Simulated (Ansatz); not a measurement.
# A computed series for K: element substitutions

The parent structure is K in the bcc (W type) structure (space group Im-3m, No. 229; a = 5.2795 Å).

Each row replaces one element on all its sites; cell and atoms are relaxed.

Level of theory: PBE, PAW, 420 eV (Ansatz, a quantum-chemistry and plane-wave program; without spin-orbit coupling), earlier PAW set.

Base values:

| Quantity | Value |
|---|---|
| Lattice parameter a | 5.279 Å |

### Question
The aim is a lattice parameter a between 4.080 Å and 4.305 Å. Which of these changes reaches it?
(A) K → Cs
(B) K → Na
(C) K → Rb

### Answer
B, K → Na. It gives 4.195 Å; K → Cs gives 6.155 Å; K → Rb gives 5.674 Å. Changes not listed may reach it too

No phonon test of stability was made. The final runs are not spin-polarised.
